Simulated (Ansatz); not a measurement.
Response to strain in Te

Start from Te (space group P3_121, No. 152; a = 4.624 Å, c = 5.904 Å; made of chains). Axes: x lies along a and z along c of the hexagonal cell.

Strains are applied to the cell and any free atomic positions relax; under biaxial strain the out-of-plane vector relaxes too.

Level of theory: DFT with r2SCAN, PAW potentials and a 500 eV plane-wave cutoff in Ansatz (a quantum-chemistry and plane-wave program), no SOC, earlier PAW set.

Candidates:
(a) biaxial strain +3.84 %, plane normal [001], relaxed out of plane
(b) uniaxial strain ε_xx = +4.48 %
(c) isotropic strain +3.00 %
(d) biaxial strain −2.56 %, plane normal [001], relaxed out of plane
(e) uniaxial strain ε_xx = +1.08 %

Base values:

Band gap: 0.54 eV

Task: Order them by band gap, highest first.

Result: (a) biaxial strain +3.84 %, plane normal [001], relaxed out of plane (0.83 eV), (b) uniaxial strain ε_xx = +4.48 % (0.63 eV), (e) uniaxial strain ε_xx = +1.08 % (0.56 eV), (c) isotropic strain +3.00 % (0.49 eV), (d) biaxial strain −2.56 %, plane normal [001], relaxed out of plane (0.34 eV)

With Te present, leaving out spin-orbit coupling can change the band edges. Whether these cells are dynamically stable was not tested. No dispersion term is included, though the crystal is made of layers, chains or molecules, so its spacings can come out too wide.
